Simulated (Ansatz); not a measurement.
Worked example: self-consistent single point of Cu3Pd (P4mm, 4 atoms in the cell) in Ansatz (a program for electronic structure).

Method: LDA (PW92), harder PAW files (source: ansatz) made with PBE (plane waves; Ansatz).

```xyz
4
Lattice="3.6829 0.0000 0.0000 0.0000 3.6829 0.0000 0.0000 0.0000 3.6829" Properties=species:S:1:pos:R:3 pbc="T T T"
Cu     0.0500     1.8415     1.8415
Cu     1.8415     0.0000     1.8415
Cu     1.8415     1.8415     0.0000
Pd     0.0000     0.0000     0.0000
```

Reference input (self-consistent single point, DFT, LDA (PW92), plane waves, default PAW files made with PBE): basis.ecutwfc = 420 eV; kpoints.mp_grid.grid = 9 9 9; hamiltonian.xc = lda; hamiltonian.pseudopotentials = {kind: paw} (the program's default PAW files); scf.occupations.method = fermi_dirac; scf.occupations.width = 0.1 eV. This run's input differs from it in these lines:

Ansatz 0.2 input:
```diff
@@ -11,3 +11,3 @@
 basis:
-  ecutwfc: 420.0
+  ecutwfc: 1050.0
 kpoints:
@@ -16,3 +16,3 @@
   xc: lda
-  pseudopotentials: { kind: paw }
+  pseudopotentials: { kind: paw, source: ansatz }
 scf:
```

Log, with long lists cut:

```
SCF iter   1: F=—  HF=-26520.500392 eV  |F-HF|=—  |Δ(HF+E_count)|=         —  Δρ=2.60e-1  dr2=4.70e1  ethr=3.10e-3  ⟨swp⟩=6.2  Hψ=11591  notcnv=0  defer=6
all-band conjugate gradients solve this SCF's bands
preconditioner: auto → Kerker (q_TF=auto, 2.919 Å⁻¹)
SCF iter   2: F=—  HF=-26514.880584 eV  |F-HF|=—  |Δ(HF+E_count)|=    5.62e0  Δρ=1.22e-1  dr2=1.19e1  ethr=3.10e-3  ⟨swp⟩=3.0  Hψ=6709  notcnv=0  defer=90
   [... lines left out ...]
SCF iter   7: F=—  HF=-26513.220957 eV  |F-HF|=—  |Δ(HF+E_count)|=   3.32e-4  Δρ=4.14e-4  dr2=1.05e-4  ethr=1.36e-6  ⟨swp⟩=2.0  Hψ=4972  notcnv=0  defer=108
SCF iter   8: F=—  HF=-26513.220944 eV  |F-HF|=—  |Δ(HF+E_count)|=   1.33e-5  Δρ=9.43e-5  dr2=3.11e-6  ethr=1.40e-7  ⟨swp⟩=2.0  Hψ=4314  notcnv=0  defer=108
SCF iter   9: F=—  HF=-26513.220932 eV  |F-HF|=—  |Δ(HF+E_count)|=   1.20e-5  Δρ=1.66e-5  dr2=9.39e-8  ethr=1.33e-10  ⟨swp⟩=9.8  Hψ=18207  notcnv=0
SCF iter  10: F=-26513.220932 eV  HF=-26513.220932 eV  |F-HF|=2.59e-8  |Δ(HF+E_count)|=   1.30e-8  Δρ=8.38e-6  dr2=1.87e-8  ethr=1.25e-10  ⟨swp⟩=2.0  Hψ=11760  notcnv=0
SCF 1 converged in 10 iterations: F = -26513.220932 eV  dr2 = 1.87e-8
Free energy (F): -26513.220932 eV
Internal energy: -26513.171580 eV  (E = F + TS)
E sigma→0 (E₀):  -26513.196256 eV
Entropy (-TS):   -0.049352 eV (-12.338 meV/atom)
Fermi energy:    17.267878 eV
--- Forces (eV/Å), atoms counted from 1 ---
  atom   1  Cu    -0.20046416     0.00000000     0.00000000
  atom   2  Cu     0.10266954     0.00000000     0.00000000
  atom   3  Cu     0.10266954     0.00000000     0.00000000
  atom   4  Pd    -0.00487600    -0.00000000     0.00000000
--- Stress (GPa, compression-positive) ---
       -9.779966      -0.000000       0.000000
       -0.000000      -9.800475       0.000000
        0.000000       0.000000      -9.800475
  P = ⅓ Tr σ = -9.7936 GPa (-97.936 kbar)
  The stress holds the Pulay correction. Without it, at fixed plane waves, as pw.x and ABINIT print it: P = -9.8619 GPa
```

The run converged in 10 iterations. Against the reference run the pressure hardly changes (-9.75 to -9.79 GPa) and the largest force hardly changes (0.201 to 0.200 eV/Å).

The starting cell comes from a database of computed structures (which also holds hypothetical and non-ambient phases and stackings), without a prior relaxation at this level. Its lattice was rescaled by up to half a per cent. One atom was moved a little off its site on purpose. Spin polarisation is off. Ansatz's pressure includes its estimate of the finite-basis (Pulay) stress.

Cost on one core of a shared machine: roughly 50 s.
